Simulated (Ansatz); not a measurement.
Base system: LaN in the zinc blende structure (space group F-43m, No. 216; a = 5.5465 Å; a hypothetical phase, not in the database extracts checked).

Modification: every lattice vector is stretched by 4.73 %, atoms relaxed at fixed cell.

Levels (all Ansatz, a quantum-chemistry and plane-wave program, PAW): PBEsol (420 eV, no SOC); HSE06+SOC (420 eV, with spin-orbit coupling).

The geometry is relaxed with PBEsol.

| Item | Result |
|---|---|
| PBEsol band gap | 0.99 eV |

Problem. What does HSE06+SOC give at this geometry for the band gap?

Solution. The band gap grows by 0.98 eV, from 0.99 eV to 1.97 eV.

Single points use the geometry relaxed with PBEsol. HSE06 was sampled on its mesh, a few special points and the semilocal edge points, so its gap is an upper bound. Differences between runs with and without spin-orbit coupling are approximate. The cells carry an imposed strain or load. No phonon test of stability was made.
